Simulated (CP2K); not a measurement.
Input and output of a self-consistent single point for SnSeS (P3m1, 3 atoms in the cell) (CP2K).

Computed with PBEsol, GPW, DZVP-MOLOPT-SR-GTH basis, GTH-PBE potentials (GTH_POTENTIALS) run with CP2K.

```xyz
3
Lattice="3.8271 0.0000 0.0000 -1.9136 3.3144 0.0000 0.0000 0.0000 6.4773" Properties=species:S:1:pos:R:3 pbc="T T T"
Sn     0.0000     2.2096     0.0496
Se     0.0000     0.0000     4.9079
S      1.9136     1.1048     1.5198
```

Reference input (self-consistent single point, DFT LDA (Pade form), GPW, DZVP-MOLOPT-SR-GTH basis, GTH-PADE potentials (GTH_POTENTIALS)): CUTOFF = 400 Ry; REL_CUTOFF = 60 Ry; KPOINTS/SCHEME = MONKHORST-PACK 8 8 4; GAMMA_CENTERED = T; XC_FUNCTIONAL = PADE; Sn/BASIS_SET = DZVP-MOLOPT-SR-GTH-q4; Sn/POTENTIAL = GTH-PADE-q4; Se/BASIS_SET = DZVP-MOLOPT-SR-GTH-q6; Se/POTENTIAL = GTH-PADE-q6; S/BASIS_SET = DZVP-MOLOPT-SR-GTH-q6; S/POTENTIAL = GTH-PADE-q6; METHOD = GPW. This run's input differs from it in these lines:

```diff
@@ -40,3 +40,6 @@
     &XC
-      &XC_FUNCTIONAL PADE
+      &XC_FUNCTIONAL
+        &PBE
+          PARAMETRIZATION PBESOL
+        &END PBE
       &END XC_FUNCTIONAL
@@ -71,3 +74,3 @@
       BASIS_SET DZVP-MOLOPT-SR-GTH-q4
-      POTENTIAL GTH-PADE-q4
+      POTENTIAL GTH-PBE-q4
     &END KIND
@@ -75,3 +78,3 @@
       BASIS_SET DZVP-MOLOPT-SR-GTH-q6
-      POTENTIAL GTH-PADE-q6
+      POTENTIAL GTH-PBE-q6
     &END KIND
@@ -79,3 +82,3 @@
       BASIS_SET DZVP-MOLOPT-SR-GTH-q6
-      POTENTIAL GTH-PADE-q6
+      POTENTIAL GTH-PBE-q6
     &END KIND
```

The program printed (abridged):

```
 SCF WAVEFUNCTION OPTIMIZATION

  Step     Update method      Time    Convergence         Total energy    Change
     1 NoMix/Diag. 0.20E+00      -     0.81207969       -23.1768919495 -2.32E+01
     2 Broy./Diag. 0.20E+00      -     0.03822008       -22.9618932402  2.15E-01
     3 Broy./Diag. 0.20E+00      -     0.13422505       -23.0646213802 -1.03E-01
     4 Broy./Diag. 0.20E+00      -     0.01018972       -23.2222464330 -1.58E-01
     5 Broy./Diag. 0.20E+00      -     0.00817916       -23.1500994208  7.21E-02
     6 Broy./Diag. 0.20E+00      -     0.00432296       -23.1156792086  3.44E-02
   [... 5 lines left out ...]
    12 Broy./Diag. 0.20E+00      -     0.00002750       -23.1057183423  9.42E-05
    13 Broy./Diag. 0.20E+00      -     0.00000210       -23.1056693097  4.90E-05
    14 Broy./Diag. 0.20E+00      -     0.00000323       -23.1056384230  3.09E-05
    15 Broy./Diag. 0.20E+00      -     0.00000063       -23.1056396541 -1.23E-06
  *** SCF run converged in    15 steps ***

  Overlap energy of the core charge distribution:               0.00000000098596
  Self energy of the core charge distribution:                -51.55248524715487
  Core Hamiltonian energy:                                     11.37392831781277
  Hartree energy:                                              22.35719259343562
  Exchange-correlation energy:                                 -5.28427531913385

  Total energy:                                               -23.10563965405438

 ENERGY| Total FORCE_EVAL ( QS ) energy [hartree]            -23.105642396681560

 FORCES| Atomic forces [hartree/bohr]
 FORCES|   Atom     x               y               z               |f|
 FORCES|      1  2.74516376E-07 -1.56548032E-07 -1.20980656E-03   1.20980660E-03
   [... lines left out ...]

 STRESS| Analytical stress tensor [bar]
 STRESS|                        x                   y                   z
 STRESS|      x       -1.40405561477E+04  -4.13322522143E-02  -1.55577184483E-01
 STRESS|      y       -4.13322522143E-02  -1.40404948512E+04   6.87749971345E-02
 STRESS|      z       -1.55577184483E-01   6.87749971345E-02  -8.68061138380E+03
 STRESS| 1/3 Trace                                            -1.22538874609E+04
```

The run converged in 15 iterations. Against the reference run the pressure goes from -5.18 to -1.23 GPa, the largest force goes from 0.581 to 0.062 eV/Å and the gap on the mesh goes from 0.777 to 0.850 eV.

The starting cell comes from a database of computed structures (which also holds hypothetical and non-ambient phases and stackings), without a prior relaxation at this level. Its lattice was rescaled by a random factor within 2.5 % of one. Values carry the incompleteness of an atom-centred basis. The potentials were made for another functional than the one used.
